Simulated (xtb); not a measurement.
xtb 6.7.1, GFN1-xTB: Cd(OMe)(fmdH) (C[O][Cd]1[NH]C=[NH]->1), 12 atoms. The geometry is a generated start, not checked to be a minimum at this level.

- method = GFN1-xTB
- --acc = 1 (default)
- --etemp (K) = 300 (default)
- detailed input (--input) = none: ANC optimiser, Lindh (1995) Hessian, microcycle=20, maxdispl=1.0, hlow=0.01 (default)
- basis functions = 36
- valence electrons = 32

```xyz
12

Cd     0.4231    -0.0004    -0.3141
O     -0.3177    -0.5128    -2.0790
C     -1.6803    -0.8217    -2.1738
H     -2.3276     0.0360    -1.9245
H     -1.8740    -1.0964    -3.2189
H     -1.9694    -1.6761    -1.5401
C      1.3169     0.6983     1.9400
N      0.8364    -0.5036     1.7653
N      1.3146     1.5322     0.9359
H      1.7106     1.0021     2.9160
H      0.8670    -1.1078     2.5758
H      1.7004     2.4503     1.1175
```

Charge 0 and multiplicity 1 are set for this test and not shown to be the ground state.

The structure is relaxed from this start with --opt LEVEL for the levels crude, sloppy, loose, lax, normal, tight, vtight, extreme, once each. Up to the end of the extreme run atoms move by at most 0.56 Å along an axis.

What is the loosest level that ends within 1 meV of the extreme run, and how many cycles does it take?

lax: 19 cycles against 33, ending 0.66 meV above.

| level | cycles | energy above the extreme run (meV) | gradient norm (eV/Å) |
|---|---|---|---|
| crude | 3 | 33 | 0.23 |
| sloppy | 4 | 30 | 0.17 |
| loose | 17 | 1.4 | 0.13 |
| lax | 19 | 0.66 | 0.11 |
| normal | 22 | 0.30 | 0.032 |
| tight | 28 | 0.022 | 0.0081 |
| vtight | 32 | under 0.01 | 0.0031 |
| extreme | 33 | — | 0.0021 |
